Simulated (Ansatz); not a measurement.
MoSe2 with two functionals, Mo → W

Base system: MoSe2 in the 2H-MoS2 type structure (space group P6_3/mmc, No. 194; a = 3.2770 Å, c = 12.7310 Å; layered, stacked along the Cartesian z axis).

(Cell as relaxed with PBE-D3(BJ).)

Levels (all Ansatz, a first-principles code, PAW, earlier PAW set): PBE-D3(BJ) (420 eV, no spin-orbit coupling); PBEsol-D3(BJ) (420 eV, no spin-orbit coupling).

Each level relaxes its own structure.

| base | PBE-D3(BJ) | PBEsol-D3(BJ) |
|---|---|---|
| volume per atom | 19.73 Å³ | 18.56 Å³ |
| lattice parameter a | 3.277 Å | 3.228 Å |
| band gap | 0.74 eV | 0.54 eV |

Modification: full substitution Mo → W; the structure is relaxed again.

```json
[
 {"quantity": "c/a ratio", "PBE-D3(BJ)": "3.899", "PBEsol-D3(BJ)": "3.842"},
 {"quantity": "band gap", "PBE-D3(BJ)": "0.87 eV", "PBEsol-D3(BJ)": "0.68 eV"},
 {"quantity": "valence-band top at Γ (three highest levels, from the VBM)", "PBE-D3(BJ)": "0.00, -0.96, -1.20 eV", "PBEsol-D3(BJ)": "0.00, -0.78, -1.47 eV"}
]
```

PBE-D3(BJ)'s c/a ratio lies 0.057 above PBEsol-D3(BJ)'s; PBE-D3(BJ)'s band gap lies 0.196 eV above PBEsol-D3(BJ)'s. Neither level is exact; PBEsol-D3(BJ) is the comparison here, not a measurement.

With W present, leaving out spin-orbit coupling can change the band edges. Stability against distortions was not tested.
